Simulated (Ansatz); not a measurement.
# What isotropic strain +0.47 % does to CoO

Base system: CoO in the rock salt structure (space group Fm-3m, No. 225; a = 4.247 Å; ferromagnetic; relaxed with 0.1 eV smearing).

Now apply this change: every lattice vector is stretched by 0.47 %; the atoms relax in the strained cell.

Computed with PBE (Ansatz, a program for electronic structure, PAW, spin-orbit coupling left out). Settings: 23×23×23 k-points, 0.1 eV Fermi–Dirac smearing.

| quantity | base | changed | shift |
|---|---|---|---|
| volume per atom | 9.58 Å³ | 9.71 Å³ | +0.136 Å³ |
| shortest interatomic distance | 2.123 Å | 2.133 Å | +0.010 Å |
| energy relative to the base (free energy F) | 0 meV/atom | +1.0 meV/atom | +1.0 meV/atom |
| band gap | zero | zero | – |
| magnetic state | ferromagnetic | ferromagnetic | – |

Final structure:

```
CoO
1.0
    0.00000     2.13345     2.13345
    2.13345     0.00000     2.13345
    2.13345     2.13345     0.00000
O Co
1 1
Direct
  0.00000   0.00000   0.00000
  0.50000   0.50000   0.50000
```

Cost of the whole job for the changed cell (relaxation, final SCF and bands): very roughly 29 core-seconds.

Whether these cells are dynamically stable was not tested. No Hubbard U is applied and the magnetic state is the run's own (CoO ferromagnetic); other magnetic orders, which need larger cells, were not tried and can change the gap. In its common phase, real CoO is an antiferromagnetic insulator at low temperature.
